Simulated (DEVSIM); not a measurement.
Structure: Pt/La2O3/p-GaAs capacitor, at 300 K.

```tsv
layer (left to right)	material	thickness (nm)	Na (cm⁻³)
1	La2O3	4.40	-
2	GaAs	480	1.8e18
```

Metal gate on the left, work function 5.6 eV. Fixed charge at the semiconductor interface 0 cm⁻² (in units of +e); no interface traps.

Constants are typed, rounded textbook-type inputs, not results; the design itself was drawn at random and stands for no fabricated device. Values at 300 K.

```
parameter      La2O3    GaAs
-------------  -----  ------
gap (eV)         5.8   1.424
affinity (eV)    1.8    4.07
permittivity      27    12.9
Nc (cm⁻³)          -  4.7e17
Nv (cm⁻³)          -    9e18
```

Model (solved in DEVSIM): 1D Poisson equation in equilibrium, Boltzmann statistics, complete ionisation; no quantum confinement or tunnelling. Metal contacts follow the ideal Schottky-Mott rule: no Fermi-level pinning, no interface dipoles.

### Question
Give the band bending (positive: bands bend down) and minority sheet density.

### Answer

| Vg (V) | ψs (V) | minority carriers (cm⁻²) |
|---|---|---|
| 0.1 | -0.026 | < 1e8 |
| 0.4 | 0.191 | < 1e8 |
| 0.7 | 0.454 | < 1e8 |
| 1 | 0.727 | < 1e8 |
| 1.3 | 1.004 | < 1e8 |
| 1.6 | 1.284 | 3.6e8 |
